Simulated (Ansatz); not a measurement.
## Functionals side by side, with their cost (level): K₂TlAgF₆ (Fm-3m, 10 atoms in the cell)

Cell: a = 6.3580 Å, b = 6.3580 Å, c = 6.3580 Å, α = 60.00°, β = 60.00°, γ = 60.00°.

Program: Ansatz (a first-principles code), default PAW files; each row names its functional.

Base settings: basis.ecutwfc = 420 eV; kpoints.mp_grid.grid = 3 3 3; hamiltonian.xc = pbe0; hamiltonian.pseudopotentials = {kind: paw}, with the files named one by one; scf.occupations.method = gaussian; scf.occupations.width = 0.05 eV.

Differences are taken from PBE0, a reference of convenience: it is no measurement, and no ranking of the functionals follows. Where a row names another cutoff or potentials, its difference holds that change too.

Core times come from one kind of shared machine and are given to one figure; runs under 30 s give none.

The starting cell comes from a database of computed structures (which also holds hypothetical and non-ambient phases and stackings), without a prior relaxation at this level. Its lattice was rescaled by a random factor within 2.5 % of one. Spin-orbit coupling is off. Ansatz's pressure includes its estimate of the finite-basis (Pulay) stress.

| level | gap on the mesh less reference (eV) | pressure less reference (GPa) | largest difference in the force on any atom (eV/Å) | core time / reference (rough) |
|---|---|---|---|---|
| PBEsol (hamiltonian.pseudopotentials: {kind: paw}, with the files named one by one → {kind: paw} (the program's default PAW files)) | -2.347 | -0.47 | 0.582 | – |
| HSE06 | -0.742 | 0.06 | 0.013 | 1.0 |
| PBE0 | 0.000 | 0.00 | 0.000 | 1 |

Keys are those of Ansatz 0.2.
